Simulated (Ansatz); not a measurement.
Start from WC (space group P-6m2, No. 187).

```
CELL_PARAMETERS angstrom
      2.91216     0.00000     0.00000
     -1.45608     2.52201     0.00000
      0.00000     0.00000     2.83622
ATOMIC_POSITIONS crystal
  W  0.00000 0.00000 0.00000
  C  0.66667 0.33333 0.50000
```

Cartesian axes are those of the cell as printed.

The values are results of r2SCAN, PAW, 500 eV (Ansatz, a program for electronic structure; no SOC), not measurements.

Before the change:

| Property | Result |
|---|---|
| Pressure | 0.0 GPa |
| Band gap | zero |
| Shortest interatomic distance | 4.157 bohr |

Now apply this change: tensile biaxial strain of 3.71 % in the plane normal to [001], as in epitaxy on a mismatched substrate; the out-of-plane cell vector and the atoms relax.

How does this affect the pressure, band gap and shortest interatomic distance?

The pressure (mean of the normal stresses, compression positive) goes from zero to -19.2 GPa; the band gap is still zero; the shortest interatomic distance goes up by 0.070 bohr, from 4.157 bohr to 4.227 bohr.

Without a gap, meshes like the base's 18×18×16 leave anisotropic stresses uncertain by several tenths of a GPa, and small strain energies with them. Stability against distortions was not tested. The final runs are not spin-polarised.
